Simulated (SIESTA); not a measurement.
Checking a run of SIESTA on Ca4IrN4 (P-1, 18 atoms in the cell). The aim is a self-consistent single point with DFT, GGA PBEsol, numerical atomic orbitals DZP, PseudoDojo PBEsol standard norm-conserving potentials (rewritten from UPF to PSML).

Cell that was meant: a = 5.9902 Å, b = 6.1526 Å, c = 8.3832 Å, α = 88.79°, β = 72.28°, γ = 70.34°.

Part of the input:

```
SCF.Mixer.Method             Broyden
SCF.Mixer.Weight             0.1
SCF.Mixer.History            8
SCF.DM.Tolerance             1.0E-01
SCF.H.Tolerance              1.0 eV
Diag.ParallelOverK           true
WriteForces                  true
```

Output (repeated stretches shortened):

```
reinit: Reading from file input.fdf

reinit: System Name: Ca4IrN4
reinit: System Label: siesta

   [... lines left out ...]

outcell: Cell vector modules (Ang)   :    5.990200    6.152550    8.383250
outcell: Cell angles (23,13,12) (deg):     88.7877     72.2833     70.3411
outcell: Cell volume (Ang**3)        :    276.0183
new_DM -- step:     1
Initializing Density Matrix...

Attempting to read DM from file... Failed...
DM filled with atomic data:

InitMesh: MESH = 64 x 72 x 90 = 414720
InitMesh: Mesh cutoff (required, used) =   350.000   353.949 Ry

stepf: Methfessel-Paxton step function
       Using Hermite-Gauss polynomials of order  1
        iscf     Eharris(eV)        E_KS(eV)     FreeEng(eV)     dDmax    Ef(eV) dHmax(eV)
   scf:    1   -16382.967367   -16753.633374   -16753.635760  1.725809 -2.778451 45.166979
   scf:    2   -16946.441836   -16871.099234   -16871.100647  0.631263 -4.247184 17.094213
   scf:    3   -16909.080204   -16898.501095   -16898.502495  0.166576 -4.784577  3.164432
   scf:    4   -16900.731471   -16900.013493   -16900.015236  0.089358 -4.624484  1.660414
   scf:    5   -16899.972010   -16900.295244   -16900.296069  0.148156 -4.270762  1.968400
   scf:    6   -16900.536920   -16900.447103   -16900.448117  0.031759 -4.351818  0.812428
SCF Convergence by DM+H criterion
max |DM_out - DM_in|         :     0.0317591721
max |H_out - H_in|      (eV) :     0.8124277969
SCF cycle converged after 6 iterations

Using DM_out to compute the final energy and forces

siesta: E_KS(eV) =           -16900.4471

siesta: E_KS - E_eggbox =    -16900.4471

siesta: Atomic forces (eV/Ang):
     1    0.033123    0.367076    0.352487
     2   -0.033123   -0.367076   -0.352487
     3   -0.467890   -0.307314    0.260840
   [... 15 lines left out ...]
   Tot   -0.000000   -0.000000   -0.000000
   Max    0.467890
   Res    0.214012    sqrt( Sum f_i^2 / 3N )
   Max    0.467890    constrained

Stress tensor Voigt[x,y,z,yz,xz,xy] (kbar):      -51.60      -78.72      -58.52       11.61        9.32       -5.50
   [... lines left out ...]
siesta: FreeEng =    -16900.448117
   [... lines left out ...]
siesta:    -0.003432   -0.049132    0.007325
siesta:     0.005819    0.007249   -0.036525

siesta: Cell volume =        276.018261 Ang**3

siesta: Pressure (static):
siesta:                Solid            Molecule  Units
siesta:           0.00042791          0.00039042  Ry/Bohr**3
siesta:           0.03928881          0.03584629  eV/Ang**3
siesta:          62.94760940         57.43209364  kBar
```

Question: Is anything amiss in this input, and did it matter?

Answer: The run is not sound. The fault is a convergence threshold that is too loose. A loop that stops early leaves an energy error of second order in the density error, but errors of first order in forces and stress. To fix it, tighten the threshold. The run converged in 6 iterations without an error; against the sound input the free energy goes up by 4.4 meV/atom, the pressure goes from 5.81 to 6.29 GPa and the largest force moves little (0.616 to 0.618 eV/Å).

An input that runs soundly differs in these lines (not the only fix; some lines may just follow from the change or write a value another way):
```diff
-SCF.DM.Tolerance             1.0E-01
-SCF.H.Tolerance              1.0 eV
+SCF.DM.Tolerance             1.0E-05
```

With that input, the run converged in 22 iterations: free energy E − TS -16900.5278 eV; Fermi level (on the code's own zero) -4.40 eV; pressure 5.81 GPa; largest force (vector length) 0.616 eV/Å (DFT, GGA PBEsol, numerical atomic orbitals DZP, PseudoDojo PBEsol standard norm-conserving potentials (rewritten from UPF to PSML)).

On the sound input: the starting cell comes from a database of computed structures (which also holds hypothetical and non-ambient phases and stackings), without a prior relaxation at this level. Spin polarisation is off. Values carry the incompleteness of an atom-centred basis. With a pressure of about 6 GPa the cell is away from its equilibrium volume at this level.
